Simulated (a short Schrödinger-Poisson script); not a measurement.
System: MOS inversion layer, SiO2 on p-type Si(100), at 300 K.

From the gate side: 3.7 nm SiO2; 1800 nm Si, acceptors 5.8e16 cm⁻³.

The device is made up for the run: typed textbook-type constants, with dimensions and the other settings drawn at random. SiO2: permittivity 3.9, conduction-band edge (eV) 3.15, gap (eV) 9, electron mass (mₑ) 0.5. Si: permittivity 11.7, conduction-band edge (eV) 0, gap (eV) 1.124, Nv at 300 K (cm⁻³) 3.1e19.

Channel valleys (confinement mass, in-plane density-of-states mass, number): Δ2 0.916, 0.19, 2; Δ4 0.19, 0.417, 4. At the gate the conduction-band edge of layer 1 lies 3.19 eV − eVg above the Fermi level of the channel; the field vanishes at the back. Gaps are held at their typed values at every temperature. Mesh 0.03 nm at interfaces.

From a short Schrödinger-Poisson script (our own, NumPy): 1D Poisson equation in equilibrium, electrons quantum, Hartree (BenDaniel-Duke, 12 states a valley, the channel's in-plane mass for all, wave functions ending at the dielectric), parabolic valleys, classical holes, full ionisation, no traps, pinning or gate leakage.

```tsv
Vg (V)	electrons (cm⁻²)	C (μF/cm²)	Δ2 E0 (meV from the Fermi level)	Δ4 E0 (meV from the Fermi level)
0	3.63e9	0.0909	212.2	240.5
0.15	1.82e11	0.466	108.2	139.8
0.3	7.21e11	0.669	68.1	105.5
0.45	1.38e12	0.733	47.2	90.3
0.6	2.08e12	0.765	32.9	81.3
0.75	2.80e12	0.785	21.8	75.0
0.9	3.54e12	0.798	12.7	70.2
1.05	4.29e12	0.808	4.7	66.5
1.2	5.05e12	0.815	-2.3	63.3
1.35	5.82e12	0.821	-8.7	60.6
1.5	6.59e12	0.826	-14.7	58.2
1.65	7.37e12	0.830	-20.3	56.1
1.8	8.14e12	0.833	-25.5	54.1
1.95	8.93e12	0.836	-30.6	52.3
2.1	9.71e12	0.839	-35.5	50.6
2.25	1.05e13	0.841	-40.2	49.0
2.4	1.13e13	0.843	-44.7	47.4
```

Gate voltages with under 1e9 electrons/cm² are left out.

Question: At Vg = 2.4 V the lowest Δ2 subband lies at -44.7 meV from the Fermi level. How many electrons does it hold, and what share of all?

Answer: The two-dimensional density of states is g m/(πħ²) = 1.59e11 cm⁻² meV⁻¹ (both spins), kT = 25.9 meV, so n = D kT ln(1 + exp(−E/kT)) = 7.77e12 cm⁻², 0.69 of the 1.13e13 cm⁻² in all.

Question: Compare the slope of the sheet density between 2.1 and 2.4 V with the geometric capacitance of the layers between gate and channel.

Answer: q Δn/ΔV = 0.849 μF/cm²; ε0/Σ(t/ε) = 0.933 μF/cm². The ratio is 0.91: the channel acts as a further capacitance in series.
